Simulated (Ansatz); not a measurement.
Substrate model: Si(111) 1x1 surface, 6 top atoms, 3 bilayers, bottom bilayer H-capped and fixed, every top atom capped by H; cell 11.5 x 6.6 Å; two neighbouring H replaced by OH; about 7 Å thick over the host's atoms, 18 atoms held. Computed with PBE-D3(BJ) (plane waves to 420 eV, PAW; Ansatz, an electronic-structure program). k mesh 1 x 2 x 1. The slab states were run without spin polarisation. No spin-orbit coupling. No Hubbard U. A thicker slab, a larger cell or a denser mesh can move such energies by a tenth of an eV or more. Electronic energies at 0 K: ends relaxed, saddle points by climbing-image NEB or a search from the band's top, no zero-point energy. The saddle order is not shown. The ends were relaxed from one prepared geometry each.

The reaction: H2O attacks the fragment of TaCl5 (twice exchanged) and HCl forms. It starts from the surface left by an earlier step (the surface fragment of TaCl5 exchanges a second ligand with a neighbouring O-H group), after HCl has left. Bonds to break: Ta(a0)-Cl(a1), O(c0)-H(c1). Bonds to form or keep: Ta(a0)-O(c0), Cl(a1)-H(c1).

Relaxed start, atoms near the reaction:

```
atom    x (Å)  y (Å)   z (Å)
------  -----  -----  ------
Si(1)   2.054  3.284   9.452
H(14)   0.068  6.765  11.034
Si(15)  3.802  6.634   9.411
Si(16)  5.670  3.444   9.504
Si(18)  3.835  4.477   8.530
H(29)   3.666  6.510  10.888
O(46)   5.212  3.730  11.104
O(48)   2.546  3.067  11.069
Ta(a0)  3.880  3.216  12.385
Cl(a1)  3.184  5.294  13.166
Cl(a3)  2.555  2.111  14.020
Cl(a4)  5.300  1.261  12.579
O(c0)   5.432  3.747  14.028
H(c1)   5.041  4.293  14.733
H(c2)   5.776  2.919  14.410
```

### Question
Is there a barrier, and what are it and the reaction energy?

### Answer
Barrier 0.86 eV forward and 0.72 eV back, reaction energy +0.14 eV (the top comes from a saddle search started at the highest image of an unfinished band).

### Question
How long are the bonds that change, at the top of the path?

### Answer
| pair | start (Å) | top (Å) | end (Å) |
|---|---|---|---|
| Ta(a0)-Cl(a1) | 2.33 | 2.94 | 4.47 |
| Ta(a0)-O(c0) | 2.32 | 2.03 | 1.84 |
| Cl(a1)-H(c1) | 2.63 | 1.43 | 1.33 |
| O(c0)-H(c1) | 0.97 | 1.41 | 3.49 |

Here TaCl5 is the monomer.
